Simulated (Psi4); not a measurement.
Psi4 1.11, unrestricted PBE0/def2-svp: [O]=[W], charge 0, multiplicity 3, 2 atoms. The geometry is a generated start, not checked to be a minimum at this level.

| Property | Value |
|---|---|
| task | energy |
| method | pbe0 |
| basis | def2-svp |
| memory | 3 GB |
| maxiter | 100 |
| keys of the molecule block | symmetry c1 |
| scf_type | df (default) |
| guess | auto, which took SAD (default) |
| scf_initial_accelerator | adiis (default) |
| e_convergence | 1e-06 (default) |
| d_convergence | 1e-06 (default) |
| dft_radial_points | 75 (default) |
| dft_spherical_points | 302 (default) |
| effective core potentials | those of the basis set, past Kr |
| basis functions | 46 |
| grid points | 43742 |

```xyz
2

W      0.0266    -0.0144    -0.8505
O     -0.0266     0.0144     0.8505
```

Charge 0 and multiplicity 3 are set for this test and not shown to be the ground state.

One run each on 2 threads. Values of diis_max_vecs tried: 3, 6, 10 (default), 20.

### Question
Predict the course of the SCF iterations along this series.

### Answer
Fewest SCF iterations, within one of each other: 10 (default) with 14, 20 with 14. The count rises to 26 at 3. All converge to one solution.

```
diis_max_vecs  SCF iterations            end
-------------  --------------  -------------
3                          26  same solution
6                          16  same solution
10 (default)               14  same solution
20                         14  same solution
```
